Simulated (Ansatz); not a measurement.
**A computed series for AlN: pressure series**

Take AlN in the rock salt structure (space group Fm-3m, No. 225; a = 4.0452 Å; a model cell, its experimental status unchecked) as the base.

Cell and atoms are relaxed at each pressure.

The values are results of PBEsol in Ansatz (plane waves to 420 eV, PAW, spin-orbit coupling left out), not measurements.

```json
[
 {"variant": "base", "smallest direct gap": "5.63 eV", "band gap": "4.55 eV", "volume per atom": "8.27 Å³"},
 {"variant": "pressure −2 GPa", "smallest direct gap": "5.52 eV", "band gap": "4.47 eV", "volume per atom": "8.34 Å³"},
 {"variant": "pressure −1 GPa", "smallest direct gap": "5.57 eV", "band gap": "4.51 eV", "volume per atom": "8.31 Å³"},
 {"variant": "pressure 0.3 GPa", "smallest direct gap": "5.64 eV", "band gap": "4.56 eV", "volume per atom": "8.27 Å³"},
 {"variant": "pressure 0.7 GPa", "smallest direct gap": "5.67 eV", "band gap": "4.57 eV", "volume per atom": "8.25 Å³"},
 {"variant": "pressure 1.5 GPa", "smallest direct gap": "5.71 eV", "band gap": "4.60 eV", "volume per atom": "8.23 Å³"},
 {"variant": "pressure 3 GPa", "smallest direct gap": "5.79 eV", "band gap": "4.65 eV", "volume per atom": "8.18 Å³"},
 {"variant": "pressure 5 GPa", "smallest direct gap": "?", "band gap": "?", "volume per atom": "?"},
 {"variant": "pressure 7.5 GPa", "smallest direct gap": "6.02 eV", "band gap": "4.81 eV", "volume per atom": "8.05 Å³"},
 {"variant": "pressure 10 GPa", "smallest direct gap": "6.14 eV", "band gap": "4.89 eV", "volume per atom": "7.99 Å³"}
]
```

**Question.** What belongs in the blanks?

**Answer.** 
- pressure 5 GPa, smallest direct gap: 5.89 eV
- pressure 5 GPa, band gap: 4.72 eV
- pressure 5 GPa, volume per atom: 8.12 Å³

Load acts through the strain it causes; cell and atoms are relaxed under it. Stability against distortions was not tested. Competing high-pressure phases were not computed. The base started in Pnma and relaxed to Fm-3m at this level. This is not the structure that AlN has at room temperature and ambient pressure.

Ansatz is a quantum-chemistry and plane-wave program.
